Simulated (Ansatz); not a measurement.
Ta2O5 (within 0.1 Å of C2/m, No. 12, 7 atoms in the cell; start mp-1179062) was calculated with PBE0 (PAW; Ansatz, a quantum-chemistry and plane-wave program).

Run with plane-wave cutoff 460 eV, 6×6×6 k mesh, Fermi–Dirac smearing 0.01 eV, scalar-relativistic PAW data made under PBE.

Cell (relaxed with PBEsol):

```cif
data_O5Ta2
_chemical_formula_sum 'Ta2 O5'
_space_group_name_H-M_alt 'P 1'
_space_group_IT_number 1
_cell_length_a 5.43513
_cell_length_b 5.43513
_cell_length_c 5.82004
_cell_angle_alpha 121.307
_cell_angle_beta 121.307
_cell_angle_gamma 76.130
loop_
_space_group_symop_operation_xyz
  'x, y, z'
loop_
_atom_site_label
_atom_site_type_symbol
_atom_site_fract_x
_atom_site_fract_y
_atom_site_fract_z
_atom_site_occupancy
Ta1 Ta 0.23462 0.20349 0.11943 1
Ta2 Ta 0.79651 0.76538 0.88057 1
O1 O 0.51567 0.48433 0.50000 1
O2 O 0.51551 0.98442 0.99989 1
O3 O 0.01558 0.48449 0.00011 1
O4 O 0.92523 0.89412 0.72129 1
O5 O 0.10588 0.07477 0.27871 1
```

**Question.** Estimate the band gap, smallest direct gap on the k points sampled and Γ–Γ gap that the calculation returns.

**Answer.** 
- band gap = 5.50 eV (on the SCF k mesh)
- smallest direct gap on the k points sampled = 5.67 eV
- Γ–Γ gap = 5.86 eV

Note: cell and atoms aren't relaxed at this level (largest force component 0.24 eV/Å, pressure -0.7 GPa).

Spin–orbit coupling is not included.

A start named mp-… is a Materials Project structure, which need not be a measured phase.
